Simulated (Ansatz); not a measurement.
Consider Sc in the hcp (Mg type) structure (space group P6_3/mmc, No. 194; a = 3.275 Å, c = 5.105 Å; relaxed with 0.1 eV smearing). Axes: x lies along a and z along c of the hexagonal cell.

Method: PBEsol/PAW in Ansatz (a quantum-chemistry and plane-wave program), without spin-orbit coupling.

Strains are applied to the cell and any free atomic positions relax; under biaxial strain the out-of-plane vector relaxes too.

One change was made to it. Results:

The pressure (mean of the normal stresses, compression positive) goes from zero to -1.6 GPa; the volume per atom rises by 0.685 Å³ (23.71 Å³ → 24.40 Å³).

Question: Name the change that was made.
(A) biaxial strain +2.00 %, plane normal [001], relaxed out of plane
(B) biaxial strain −0.50 %, plane normal [001], relaxed out of plane
(C) biaxial strain +0.50 %, plane normal [001], relaxed out of plane

Answer: A, biaxial strain +2.00 %, plane normal [001], relaxed out of plane. For comparison, the pressure in the other runs: biaxial strain +0.50 %, plane normal [001], relaxed out of plane gives -0.4 GPa; biaxial strain −0.50 %, plane normal [001], relaxed out of plane gives 0.4 GPa.

No phonon test of stability was made. The final runs are not spin-polarised.
